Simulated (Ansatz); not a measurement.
# TiSi2 under a change: biaxial strain −4.33 %, plane normal [001], relaxed out of plane

Base system: TiSi₂ (space group Fddd, No. 70; a = 4.779 Å, b = 8.230 Å, c = 8.521 Å). Axes: x, y, z lie along a, b, c of the conventional cell.

One thing is altered: compressive biaxial strain of 4.33 % in the plane normal to [001], as in epitaxy on a mismatched substrate; the out-of-plane cell vector and the atoms relax.

Calculations: r2SCAN (Ansatz, a program for electronic structure), scalar-relativistic without spin-orbit coupling. k-mesh 13×13×13 (Γ-centred); smearing 0.05 eV (Fermi–Dirac).

| quantity | base | changed | shift |
|---|---|---|---|
| volume per atom | 13.96 Å³ | 12.93 Å³ | -1.035 Å³ |
| space group | Fddd (No. 70) | Fddd (No. 70) | – |
| shortest interatomic distance | 2.519 Å | 2.509 Å | -0.010 Å |
| energy relative to the base (free energy F) | 0 meV/atom | +64 meV/atom | +64 meV/atom |
| pressure (mean of the normal stresses, compression positive) | 0.0 GPa | 12.7 GPa | +12.7 GPa |
| band gap | zero | zero | – |
| out-of-plane strain (rough) | – | +1.16 % | – |
| mean in-plane stress (compression positive) (rough) | – | +19.1 GPa | – |

Final structure (turned so that z lies along the plane normal):

```
CELL_PARAMETERS angstrom
      4.55226     0.00000     0.00000
     -2.25615     3.95384     0.00000
      1.14806     1.97692     4.30951
ATOMIC_POSITIONS crystal
  Si 0.66228 0.33772 0.00000
  Si 0.33772 0.66228 0.00000
  Si 0.08772 0.91228 0.50000
  Si 0.41228 0.58772 0.50000
  Ti 0.00000 0.00000 0.00000
  Ti 0.75000 0.25000 0.50000
```

Cost of the whole job for the changed cell (relaxation, final SCF and bands): very roughly 3.0 core-minutes.

Without a gap, meshes like the base's 13×13×13 leave anisotropic stresses uncertain by several tenths of a GPa, and small strain energies with them. Whether these cells are dynamically stable was not tested. The final runs are not spin-polarised.
